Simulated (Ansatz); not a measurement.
The reference is CaC6 (space group R-3m, No. 166; a hypothetical phase, not in the database extracts checked).

```
CaC6
1.0
    2.16298     1.24880     4.43120
   -2.16298     1.24880     4.43120
    0.00000    -2.49760     4.43120
Ca C
1 6
Direct
  0.00000   0.00000   0.00000
  0.16673   0.83327   0.50000
  0.83327   0.50000   0.16673
  0.83327   0.16673   0.50000
  0.50000   0.83327   0.16673
  0.16673   0.50000   0.83327
  0.50000   0.16673   0.83327
```

Levels (all Ansatz, an electronic-structure program, PAW): PBEsol (420 eV, no SOC); r2SCAN (500 eV, without spin-orbit coupling).

The geometry is relaxed with PBEsol.

```
Property           Value
---------------  -------
PBEsol pressure  0.0 GPa
```

**Question.** How does going to r2SCAN change the pressure?

**Answer.** The pressure goes from zero to 0.9 GPa.

Single points use the geometry relaxed with PBEsol. Their cutoffs differ, which shifts pressures a little. Stability against distortions was not tested. All final runs are without spin polarisation.
